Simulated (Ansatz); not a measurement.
A (6,0) BAs nanotube has 24 atoms in a period of 5.819 Å, a mean diameter of 6.60 Å, and lies 88 meV/atom over the flat sheet relaxed at the same level.

Method: PBE (plane waves to 420 eV, PAW; Ansatz, a quantum-chemistry and plane-wave program). Mesh 1×1×6. No spin polarisation. It repeats along c; a and b span vacuum. A hypothetical model, rolled from the flat sheet. Symmetry and one short period hold its shape; lower forms weren't sought. Values not marked SOC lack spin–orbit coupling.

Q: Which bending rigidity of the sheet does this imply in the thin-plate picture?

A: A plate bent to radius R stores D/(2R²) an area. The area an atom is π × 6.60 × 5.819/24 = 5.03 Å², so the stored energy is 0.088/5.03 = 0.0175 eV/Å². With R = 3.300 Å, D = 2R² × 0.0175 = 0.38 eV.
